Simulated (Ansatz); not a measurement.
## How the bulk modulus of As (Cmce, No. 64) moves with the method

No measured value is used here.

| level (code) | value (GPa) | cell (Å³/atom) |
|---|---|---|
| LDA (Ansatz) | 36.1 | 21.10 |
| PBEsol (Ansatz) | 29.3 | 21.76 |
| r²SCAN (Ansatz) | 19.5 | 24.65 |

LDA, PBEsol, r²SCAN: the bulk modulus is −V dP/dV from two relaxed cells at ±2 % in volume. LDA: LDA has no dispersion term either, though it tends to give short spacings of layers, chains or molecules. PBEsol, r²SCAN: the cell comes from a level without a dispersion term, which matters for the spacing of layers, chains or molecules. r²SCAN: for a layered or molecular solid the relaxed cell lies over 5 % above the published volume, where the minimum can be shallow. Each level is taken at its own relaxed cell. Cutoffs differ between the levels. Ansatz's density-functional and Hartree–Fock values are scalar-relativistic unless marked +SOC, with PAW data made under PBE.

Ansatz is a program for electronic structure.
